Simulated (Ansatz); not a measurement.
The parent structure is WTe$_{2}$ (space group Fm-3m, No. 225; a = 6.569 Å; a hypothetical phase, not in the database extracts checked).

All numbers come from PBEsol (Ansatz, an electronic-structure program; PAW; 420 eV plane waves; spin-orbit coupling left out), earlier PAW set.

Base values:

| Quantity | Result |
|---|---|
| Volume per atom | 23.63 Å³ |

The change: Hf takes the place of W on all its sites, then cell and atoms are relaxed.

Tabulated Pauling electronegativity and covalent radius: W 2.36, 1.62 Å; Hf 1.30, 1.75 Å.

Question: How does this affect the volume per atom?

Answer: The volume per atom increases by 4.81 Å³ to 28.44 Å³.

No phonon test of stability was made. As relaxed here, HfTe2 is a hypothetical phase, not in the database extracts checked. The final runs are not spin-polarised. WTe2 has a high density of states at the Fermi level and may be magnetic at this level.
